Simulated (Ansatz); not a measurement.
## Pressure series in NbAs

The parent structure is NbAs (space group I4_1md, No. 109).

```
NbAs
1.0
   -1.72903     1.72903     5.88217
    1.72903    -1.72903     5.88217
    1.72903     1.72903    -5.88217
Nb As
2 2
Direct
  0.99911   0.99911   0.00000
  0.74911   0.24911   0.50000
  0.41689   0.41689   0.00000
  0.16689   0.66689   0.50000
```

Cell and atoms are relaxed at each pressure.

The values are results of r2SCAN (Ansatz, a program for electronic structure, PAW, scalar-relativistic without spin-orbit coupling), not measurements.

Notes on the quantities. enthalpy: H = E + PV relative to the base's energy.

```
case              c/a ratio       enthalpy  shortest interatomic distance
----------------  ---------  -------------  -----------------------------
base                  3.402              –                        2.624 Å
pressure 1.8 GPa      3.395  +0.20 eV/atom                        2.615 Å
pressure 4.2 GPa      3.387  +0.46 eV/atom                        2.603 Å
pressure 9 GPa        3.372  +0.96 eV/atom                        2.583 Å
pressure 18 GPa           ?  +1.89 eV/atom                              ?
pressure 30 GPa       3.310  +3.06 eV/atom                        2.513 Å
```

**Question.** Some entries are withheld; estimate them.

**Answer.** 
- pressure 18 GPa, c/a ratio: 3.344
- pressure 18 GPa, shortest interatomic distance: 2.549 Å

Load acts through the strain it causes; cell and atoms are relaxed under it. Whether these cells are dynamically stable was not tested. No other phases were tried under pressure. The final runs are not spin-polarised.
